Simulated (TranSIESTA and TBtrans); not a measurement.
Run with TranSIESTA and TBtrans (open boundaries, self-consistent; PseudoDojo norm-conserving potentials, scalar-relativistic): PAO.BasisSize DZP, PAO.EnergyShift 0.15 eV, XC.Authors PBE, Mesh.Cutoff 200 Ry, ElectronicTemperature 300 K, TS.Voltage 0.0 eV, TBT.Elecs.Eta 0.001 eV, no spin polarisation.

System: Ga chain with one Ag atom in place of Ga. Leads: straight Ga chain, spacing 2.55 Å. Geometry: 3 atoms about the centre moved by SIESTA (PBE, DZP) to a largest force of 0.02 eV/Å, all others as built, motion along the axis alone.

**Question.** Predict: conductance at 300 K (G0 = 2e²/h); thermopower (μV/K); mean T from −0.5 to 0.5 eV.

**Answer.** conductance at 300 K (G0 = 2e²/h): 1.56; thermopower (μV/K): -3.2; mean T from −0.5 to 0.5 eV: 1.15. The straight chain is held at its spacing; free chains may zigzag or dimerise. No spin-polarised start was tried, so a magnetic state, if there is one, is missed.
